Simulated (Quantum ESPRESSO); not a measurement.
A self-consistent single point of RbReO3 (P1, 5 atoms in the cell) with Quantum ESPRESSO.

Method: PBEsol, PseudoDojo standard norm-conserving (PBESOL) pseudopotentials (plane waves; Quantum ESPRESSO).

The change in words: atoms moved at random. Reference geometry:
```yaml
crystal:
  lattice:
    - [4.06733, 0.00000, 0.00000]
    - [0.00000, 4.06733, 0.00000]
    - [0.00000, 0.00000, 4.06733]
  atoms:
    - { symbol: Rb, position: [0.00000, 0.00000, 0.00000] }
    - { symbol: Re, position: [0.50000, 0.50000, 0.50000] }
    - { symbol: O, position: [0.50000, 0.50000, 0.00000] }
    - { symbol: O, position: [0.00000, 0.50000, 0.50000] }
    - { symbol: O, position: [0.50000, 0.00000, 0.50000] }
```

Reference input (self-consistent single point, DFT, PBEsol, plane waves, PseudoDojo standard norm-conserving (PBESOL) pseudopotentials): ecutwfc = 85 Ry; occupations = smearing; smearing = fd; degauss = 0.0073499 Ry; potentials = {Rb: Rb.upf, Re: Re.upf, O: O.upf}; K_POINTS = automatic 8 8 8 0 0 0; conv_thr = 1e-11 Ry. This run's input differs from it in these lines:

```diff
@@ -9,4 +9,3 @@
 &SYSTEM
-  ibrav = 1,
-  celldm(1) = 7.6861340893,
+  ibrav = 0,
   nat = 5,
@@ -25,8 +24,12 @@
 O     15.9990  O.upf
+CELL_PARAMETERS {angstrom}
+   4.0673270000     0.0000000000     0.0000000000
+   0.0000000000     4.0673270000     0.0000000000
+   0.0000000000     0.0000000000     4.0673270000
 ATOMIC_POSITIONS {crystal}
-Rb    0.0000000000    0.0000000000    0.0000000000
-Re    0.5000000000    0.5000000000    0.5000000000
-O     0.5000000000    0.5000000000    0.0000000000
-O     0.0000000000    0.5000000000    0.5000000000
-O     0.5000000000    0.0000000000    0.5000000000
+Rb    0.0091920000   -0.0110650000    0.0027300000
+Re    0.5005400000    0.4940550000    0.5141900000
+O     0.4930030000    0.5117750000   -0.0163460000
+O    -0.0041880000    0.5064440000    0.4975630000
+O     0.5014530000   -0.0012090000    0.5018630000
 K_POINTS {automatic}
```

Output, abridged:

```
     Self-consistent Calculation

     iteration #  1     ecut=    85.00 Ry     beta= 0.70

     total energy              =    -325.74146644 Ry
     estimated scf accuracy    <       1.59566621 Ry

     iteration #  2     ecut=    85.00 Ry     beta= 0.70

     total energy              =    -324.99621128 Ry
     estimated scf accuracy    <       9.68627236 Ry

     iteration #  3     ecut=    85.00 Ry     beta= 0.70

     total energy              =    -326.66408789 Ry
     estimated scf accuracy    <       0.13686556 Ry

   [... 10 blocks of this kind left out ...]

     iteration # 14     ecut=    85.00 Ry     beta= 0.70

     total energy              =    -326.66845901 Ry
     estimated scf accuracy    <          1.3E-10 Ry

     iteration # 15     ecut=    85.00 Ry     beta= 0.70
     End of self-consistent calculation

     Number of k-points >= 100: set verbosity='high' to print the bands.

     the Fermi energy is    10.9295 ev

!    total energy              =    -326.66845901 Ry
     estimated scf accuracy    <          6.2E-12 Ry
     smearing contrib. (-TS)   =      -0.00354810 Ry
     internal energy E=F+TS    =    -326.66491092 Ry

     convergence has been achieved in  15 iterations

     Forces acting on atoms (cartesian axes, Ry/au):

     atom    1 type  1   force =    -0.00791513    0.00938082    0.00171435
     atom    2 type  2   force =    -0.00084622    0.01804964   -0.02912717
     atom    3 type  3   force =     0.00890174   -0.02204897    0.02083660
     atom    4 type  3   force =     0.00144252   -0.01553818    0.00603988
     atom    5 type  3   force =    -0.00158290    0.01015669    0.00053634

     Total force =     0.052096     Total SCF correction =     0.000004

          total   stress  (Ry/bohr**3)                   (kbar)     P=     -171.25
  -0.00124531  -0.00001070   0.00000048         -183.19       -1.57        0.07
  -0.00001070  -0.00125400  -0.00001123           -1.57     -184.47       -1.65
   0.00000048  -0.00001123  -0.00099313            0.07       -1.65     -146.09

   JOB DONE.
```

The run converged in 15 iterations. Against the reference run the free energy goes up by 14.0 meV/atom, the pressure goes from -18.98 to -17.13 GPa and the largest force goes from 0.000 to 0.881 eV/Å.

The starting cell comes from a database of computed structures (which also holds hypothetical and non-ambient phases and stackings), without a prior relaxation at this level. Its lattice was rescaled by a random factor within 2.5 % of one. For this run, on top of that: atoms moved at random. Spin polarisation is off. With a pressure of about -17 GPa the cell is away from its equilibrium volume at this level.

Cost on one core of a shared machine: roughly 7 min.
